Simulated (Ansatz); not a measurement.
Levels about the gap of amorphous In$_{10}$Ga$_{10}$Zn$_{10}$O$_{40}$ (70 atoms in a cell of 897 Å³, 5.81 g/cm³; zone centre alone, so wide bands show as single levels with stretches between that a denser mesh fills), at the geometry that PBE relaxed, where it gives 0.1 GPa on a denser mesh. Exact exchange is cut at the faces of this small cell, which leaves a finite-size error. The participation number counts the atoms over which a state spreads; weights are charges in smoothed Voronoi cells. The levels come from a single point, so bond lengths are those of that geometry. Method of the levels: HSE06, scalar-relativistic without spin-orbit coupling (Ansatz, a first-principles code). Sampling: the zone centre alone; Fermi-Dirac width 0.02 eV; no spin polarisation. At PBE the levels at the filled edge of the gap are localised (band-tail or defect states).

It comes from a melt-quench run on a machine-learned potential (CHGNet), relaxed afterwards by DFT. O atoms were pushed apart under 1.9 Å during the dynamics, to hinder bonds among them. The hot cell started wider than the set density and was brought back towards it in steps. It is the lowest in DFT energy of 2 quenches. It is a model cell: composition and starting density were chosen by hand, and all elements were melted together. No dispersion term was used. Its density started from a set value of 6.09 and ended at 5.81 g/cm³. Cooling (nominally 84 K/ps over its main leg) ran many orders faster than in experiment, which tends to leave more defects and strain. A cell of this size samples the disorder only roughly. Volume and shape were free in the relaxation.

| E - E(highest filled), eV | filling | participation number | largest on | weight O | weight In | weight Zn | weight Ga |
|---|---|---|---|---|---|---|---|
| -0.46 | filled | 17.1 | O, 4 neighbours | 0.87 | 0.02 | 0.09 | 0.02 |
| -0.43 | filled | 21.9 | O, 4 neighbours | 0.89 | 0.02 | 0.08 | 0.02 |
| -0.38 | filled | 12.5 | O, 3 neighbours | 0.90 | 0.04 | 0.05 | 0.02 |
| -0.36 | filled | 18.2 | O, 3 neighbours | 0.86 | 0.02 | 0.10 | 0.02 |
| -0.30 | filled | 24.0 | O, 4 neighbours | 0.84 | 0.02 | 0.13 | 0.02 |
| -0.18 | filled | 8.3 | O, 3 neighbours | 0.91 | 0.02 | 0.07 | 0.01 |
| 0.00 | filled | 6.7 | O, 4 neighbours | 0.90 | 0.02 | 0.07 | 0.01 |
| 2.17 | empty | 63.5 | In, 6 neighbours | 0.49 | 0.23 | 0.14 | 0.13 |
| 4.81 | empty | 27.5 | In, 5 neighbours | 0.56 | 0.30 | 0.05 | 0.09 |
| 5.02 | empty | 33.5 | In, 6 neighbours | 0.58 | 0.28 | 0.09 | 0.05 |
| 5.06 | empty | 44.9 | In, 5 neighbours | 0.58 | 0.27 | 0.07 | 0.08 |
| 5.19 | empty | 34.4 | In, 6 neighbours | 0.56 | 0.32 | 0.06 | 0.06 |
| 5.63 | empty | 43.9 | Ga, 4 neighbours | 0.54 | 0.16 | 0.16 | 0.15 |
| 5.79 | empty | 42.1 | In, 5 neighbours | 0.56 | 0.20 | 0.08 | 0.16 |

Most localised among these is the filled level at +0.00 eV, on a O atom, which has 4 neighbours (Ga 1.94 Å, Zn 2.05 Å, In 2.21 Å, Zn 2.27 Å).
